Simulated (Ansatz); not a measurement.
Consider NiSi (space group Pnma, No. 62; a = 5.1899 Å, b = 3.3505 Å, c = 5.6240 Å; non-magnetic).

Structures relaxed with PBE (Ansatz, a quantum-chemistry and plane-wave program; PAW; 420 eV plane waves; no spin-orbit coupling).

Base:

Simulated powder pattern, Co Kα, λ = 1.79026 Å (kinematic, ideal powder, no thermal factors, no anomalous dispersion; the 8 strongest lines at most, above 2 %, up to 2θ = 90°):

| 2θ (°) | I/Imax (%) | hkl |
|---|---|---|
| 36.24 | 76 | (011) |
| 40.36 | 29 | (200) |
| 41.66 | 22 | (111) |
| 53.48 | 74 | (112) |
| 55.35 | 100 | (211) |
| 55.99 | 31 | (202) |
| 61.02 | 28 | (103) |
| 64.60 | 29 | (020) |

After one change:

Simulated powder pattern, Co Kα, λ = 1.79026 Å (kinematic, ideal powder, no thermal factors, no anomalous dispersion; the 8 strongest lines at most, above 2 %, up to 2θ = 90°):

```csv
2θ (°),I/Imax (%)
29.16,20
36.99,76
43.05,32
56.41,95
58.03,100
60.45,21
64.39,36
66.53,25
```

Name the change that was made.
A. pressure 45 GPa
B. pressure 1.8 GPa
C. pressure 30 GPa
D. pressure 9 GPa

C, pressure 30 GPa. Its volume per atom is 10.65 Å³ against 12.22 Å³, and its space group is Pnma (No. 62).

From pressure 45 GPa on, the axis ratios lie over 15 % from the base's, so the cell there is far from its starting form. Load acts through the strain it causes; cell and atoms are relaxed under it. No phonon test of stability was made. No other phases were tried under pressure. Starting moments died away, wholly or in part, for the base; another magnetic solution may exist. The final runs are not spin-polarised.
